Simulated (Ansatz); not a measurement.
We consider SnS (Fm-3m, No. 225, 2 atoms in the cell; start mp-1876; a measured phase of this formula has another space group), described by G0W0@HSE06 (plane waves, hard PAW, contour deformation, complete-basis limit; Ansatz, an electronic-structure program).

Settings: largest k mesh 8×8×8 (not extrapolated in the mesh).

Cell (relaxed with PBEsol):

```
CELL_PARAMETERS angstrom
      0.00000     2.86353     2.86353
      2.86353     0.00000     2.86353
      2.86353     2.86353     0.00000
ATOMIC_POSITIONS crystal
  Sn 0.50000 0.50000 0.50000
  S  0.00000 0.00000 0.00000
```

### Question
Give the computed band gap.

### Answer

* **band gap**: 0.55 eV

Note: filled d or f shells below the valence bands can shift G0W0 gaps through exchange with them, which wasn't tested here; GW on a hybrid start was not checked against another program; the gap holds a correction of -0.22 eV to the complete basis.

Spin–orbit coupling is not included.

Computed values are for the static lattice.

Cost on a shared machine: about 2.5 core-hours (a rough figure).

A start named mp-… is a Materials Project structure, which need not be a measured phase.
